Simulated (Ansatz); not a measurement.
Start from SrSnSe$_{3}$ in the cubic perovskite structure (space group Pm-3m, No. 221; a = 5.240 Å; a hypothetical phase, not in the database extracts checked).

Levels (all Ansatz, a program for electronic structure, PAW): PBEsol (420 eV, spin-orbit coupling left out); r2SCAN (500 eV, without spin-orbit coupling).

The geometry is relaxed with PBEsol.

| Quantity | Value |
|---|---|
| PBEsol pressure | 0.0 GPa |

How does going to r2SCAN change the pressure?

The pressure goes from zero to 0.9 GPa.

Single points use the geometry relaxed with PBEsol. Their cutoffs differ, which shifts pressures a little. No phonon test of stability was made. All final runs are without spin polarisation. Many cubic perovskites are stable only at high temperature; tilts and polar distortions were not tested.
